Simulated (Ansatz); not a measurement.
Antifluorite Be2C, treated with PBE-D4 (plane waves, PAW; Ansatz, a quantum-chemistry and plane-wave program).

Numerical settings: plane-wave cutoff 520 eV, 14×14×14 k mesh, Fermi–Dirac smearing 0.01 eV, scalar-relativistic PAW data made under PBE.

Computed points:

```json
[
 {"V (Å³/atom)": "6.234", "E − E_lowest (meV/atom)": "17.13", "P (GPa)": "14.40"},
 {"V (Å³/atom)": "6.367", "E − E_lowest (meV/atom)": "7.40", "P (GPa)": "9.17"},
 {"V (Å³/atom)": "6.500", "E − E_lowest (meV/atom)": "1.81", "P (GPa)": "4.40"},
 {"V (Å³/atom)": "6.632", "E − E_lowest (meV/atom)": "0.00", "P (GPa)": "0.04"},
 {"V (Å³/atom)": "6.765", "E − E_lowest (meV/atom)": "1.64", "P (GPa)": "-3.95"},
 {"V (Å³/atom)": "6.898", "E − E_lowest (meV/atom)": "6.44", "P (GPa)": "-7.59"},
 {"V (Å³/atom)": "7.030", "E − E_lowest (meV/atom)": "14.13", "P (GPa)": "-10.93"}
]
```

Question: Estimate the bulk modulus and its pressure derivative from these points.

Answer: V0 = 6.633 Å³/atom, B0 = 208 GPa, B′ = 3.5 (fit to the energies at full precision).

Measured, for comparison: equilibrium volume per atom 6.81 Å³/atom (temperature not stated, not corrected to a static lattice; as tabulated in Freccero, Grin, Wagner, Dalton Trans. (2023), ESI). Computed (rounded) less measured: equilibrium volume per atom -2.6 %.
